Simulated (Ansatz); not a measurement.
**What a tighter setting buys: basis.ecutwfc, ZnInGaO₄ (R3m, 7 atoms in the cell)**

Cell: a = 8.8958 Å, b = 8.8958 Å, c = 8.8958 Å, α = 21.35°, β = 21.35°, γ = 21.35°.

Method of the run: PBE, PAW files (plane waves; Ansatz, a quantum-chemistry and plane-wave program).

Base settings: basis.ecutwfc = 420 eV; kpoints.mp_grid.grid = 8 8 8; hamiltonian.xc = pbe; hamiltonian.pseudopotentials = {kind: paw} (the program's default PAW files); scf.occupations.method = fermi_dirac; scf.occupations.width = 0.1 eV.

Misses are taken against the tightest run, 840 eV, which need not be fully converged itself. The energy is the free energy per atom.

The count of work is k-points × plane waves × bands × iterations; it is no time, and leaves out set-up, grids and terms that scale otherwise. 

Ansatz's pressure holds its estimate of the finite-basis (Pulay) stress, which hides part of the cutoff error; the uncorrected pressure shows it.

The starting cell was generated: these elements placed on a structure prototype, without a prior relaxation; it need not be a known phase or ordering of this composition. In the base run, with a pressure of about 8 GPa the cell is away from its equilibrium volume at this level. In the base run, forces exceed 1 eV/Å. Ansatz's pressure includes its estimate of the finite-basis (Pulay) stress. The run gives no clean gap (levels at the Fermi energy touch, overlap or are partly filled at this smearing), which alone does not show that the compound is a metal.

```tsv
basis.ecutwfc	energy less reference (meV/atom)	pressure less reference (GPa)	largest difference in the force on any atom (eV/Å)	uncorrected pressure less reference (GPa)	count of work / reference
170 eV	14688.19	28.01	2.482	-687.76	0.094
210 eV	4126.43	6.52	0.615	-247.02	0.11
250 eV	1125.46	-0.96	0.203	-85.36	0.15
295 eV	256.54	-0.74	0.095	-23.91	0.19
335 eV	65.52	-0.05	0.014	-7.03	0.22
380 eV	13.68	0.01	0.005	-1.59	0.27
420 eV	3.94	0.02	0.001	-0.38	0.33
485 eV	1.23	0.02	0.002	-0.02	0.39
545 eV	0.76	0.01	0.001	0.00	0.47
630 eV	0.37	0.01	0.001	0.01	0.65
735 eV	0.21	0.00	0.000	0.01	0.74
840 eV	0.00	0.00	0.000	0.00	1.0
```

Coarsest setting among those run that, with all tighter ones, holds the energy within 5 meV/atom of the reference: 420 eV, off by 3.9 meV/atom; it needs 0.33 of the reference's count of work.

Coarsest setting among those run that, with all tighter ones, holds the energy within 1 meV/atom of the reference: 545 eV, off by 0.76 meV/atom; its saving against the reference is no more than about a factor of 2 in the count of work.

The step from 295 eV to 630 eV: it takes the miss in the energy from 260 to 0.37 meV/atom, for 3.5 times the count of work.

Keys are those of Ansatz 0.2.
